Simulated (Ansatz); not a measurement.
**Response to strain in CdTe**

The reference is CdTe in the zinc blende structure (space group F-43m, No. 216; a = 6.6180 Å).

Strains are applied to the cell and any free atomic positions relax.

Computed with PBE in Ansatz (plane waves to 420 eV, PAW, without spin-orbit coupling).

```csv
isotropic strain (%),band gap (eV)
-1.5,0.72
-0.84,?
0,0.59
1.87,0.43
```

Task: Fit E_g = E₀ + Dε (ε in %) to the rows shown and predict the withheld row.

Result: Least squares on the printed values gives E₀ = 0.59 eV, D = -86.0 meV per % of strain (largest residual 0.00 eV); this predicts 0.66 eV, and the run gives 0.66 eV, in agreement.

Spin-orbit coupling, missing from the scalar runs, can matter with Te. Whether these cells are dynamically stable was not tested.

Ansatz is a program for electronic structure.
